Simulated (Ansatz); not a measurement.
**YSi2 (model structure, started from the MoSi2 type, I4/mmm, No. 139, 3 atoms in the cell): properties by level of theory**

| level (code) | lattice constant a (Å) | c axis length (Å) |
|---|---|---|
| PBE (Ansatz) | 3.395 | 9.948 |
| PBEsol (Ansatz) | 3.356 | 9.855 |
| PBE-D3(BJ) (Ansatz) | 3.344 | 9.848 |

Ansatz's density-functional and Hartree–Fock values are scalar-relativistic unless marked +SOC, with PAW data made under PBE.

The computed numbers hold no vibrational or temperature effects.

A model structure was made by putting elements into a prototype or built by hand; it is no filed structure, need not be a known phase, and can be a saddle point held by its symmetry.

Ansatz is a quantum-chemistry and plane-wave program.
